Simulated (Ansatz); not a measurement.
# A constructed model of the (111)B surface of 3C silicon carbide, C-terminated, (√3x√3)R30° Al adatom at T4 (bottom of the slab: 3 H on 3 bottom sites)

The numbers are results of r2SCAN, at the PBE geometry (plane waves to 500 eV, PAW; Ansatz, a quantum-chemistry and plane-wave program), not measurements.

Slab: 28 atoms, 11.5 Å thick at the start with caps and adatoms (thin: gaps and levels are the slab's own); k 6x6x1, smearing 0.025 eV, dipole-corrected; single point; on the structure that PBE left under its start's symmetry; no spin, no spin-orbit, no U. It is one candidate, not shown to be the stable structure of the face.

| Quantity | Value |
|---|---|
| gap of the slab on its k-mesh | 1.06 eV |
| highest filled level below the top vacuum level | 4.03 eV |
| cost | roughly 80 core-seconds |
